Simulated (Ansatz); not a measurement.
Carrier properties of ZnSe (F-43m)

```
ZnSe
1.0
    0.00000     2.75560     2.75560
    2.75560     0.00000     2.75560
    2.75560     2.75560     0.00000
Zn Se
1 1
Direct
  0.00000   0.00000   0.00000
  0.75000   0.75000   0.75000
```

Computed with PBEsol with spin-orbit coupling, rigid bands (plane waves, PAW; Ansatz, a first-principles code). Condition of this run: hydrostatic pressure 5 GPa (the target of the relaxation). Geometry: cell and atoms relaxed with PBEsol, then loaded as said.

```json
{
 "band_gap": "1.38 eV",
 "electron conductivity mass (300 K, dilute)": "0.112 mₑ",
 "hole conductivity mass (300 K, dilute)": "0.60 mₑ",
 "effective density of states N_c (300 K)": "9.3e17 cm⁻³",
 "effective density of states N_v (300 K)": "2.2e19 cm⁻³",
 "density_of_states_mass_electrons": "0.111 mₑ",
 "density_of_states_mass_holes": "0.92 mₑ",
 "Seebeck coefficient, n-type 1e19 cm⁻³, 300 K": "-71 μV/K",
 "Seebeck coefficient, p-type 1e19 cm⁻³, 300 K": "288 μV/K"
}
```

Rigid bands; masses and Seebeck coefficients take one relaxation time τ for all states and one kind of carrier; polarons and phonon drag are left out.
